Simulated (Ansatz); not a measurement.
## Ge (space group P6_3/mmc, No. 194; a cell from a computed database, its experimental status unchecked)

Space group P6₃/mmc (No. 194); a = 3.9948 Å, b = 3.9948 Å, c = 6.5989 Å, α = 90.00°, β = 90.00°, γ = 120.00°

| atom | site | symmetry | x | y | z |
|---|---|---|---|---|---|
| Ge | 4f | 3m. | 0.6667 | 0.3333 | 0.0630 |

Calculations: DFT with r2SCAN, PAW potentials and a 500 eV plane-wave cutoff in Ansatz (a program for electronic structure), spin-orbit coupling left out, earlier PAW set. k-mesh 10×10×5 (Γ-centred); smearing 0.05 eV (Fermi–Dirac).

* **Volume per atom**: 22.80 Å³
* **Density**: 5.29 g/cm³
* **Band gap**: 0.10 eV, direct at Γ
* **Total energy**: -4302.897 eV/atom (σ→0; compares only within this code and set-up)

No phonon test of stability was made. This is not the structure that Ge has at room temperature and ambient pressure. The zero or small gap of Ge can change with the level of theory.
